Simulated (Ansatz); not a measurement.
Results of r²SCAN (Ansatz, a quantum-chemistry and plane-wave program, plane waves, PAW) for MoS2 (R3m, No. 160, 3 atoms in the cell; start mp-1434; a measured phase of this formula has another space group).

Numerical settings: plane-wave cutoff 560 eV, 12×12×12 k mesh, Fermi–Dirac smearing 0.01 eV, no spin polarisation, scalar-relativistic PAW data made under PBE.

Cell (relaxed at this level):

Space group R3m, hexagonal axes (No. 160); a = b = 3.1853 Å, c = 19.4996 Å, α = β = 90.00°, γ = 120.00°

```tsv
atom	site	symmetry	x	y	z
Mo	3a	3m	0.0000	0.0000	0.0002
S	3a	3m	0.0000	0.0000	0.5873
S	3a	3m	0.0000	0.0000	0.7465
```
(The calculation used a cell of 3 atoms; values per cell refer to that cell.)

**Question.** What does this level give for the band gap and direct gap at Γ?

**Answer.** 
* **band gap**: 1.15 eV (on the SCF k mesh)
* **direct gap at Γ**: 3.23 eV

Note: the relaxation could not lower the start's symmetry, so the cell can be a saddle point above a distorted one; the cell has widely spaced layers and the level no dispersion term, so their spacing and the moduli can rest on weak binding.

Spin–orbit coupling is not included.

A start named mp-… is a Materials Project structure, which need not be a measured phase.
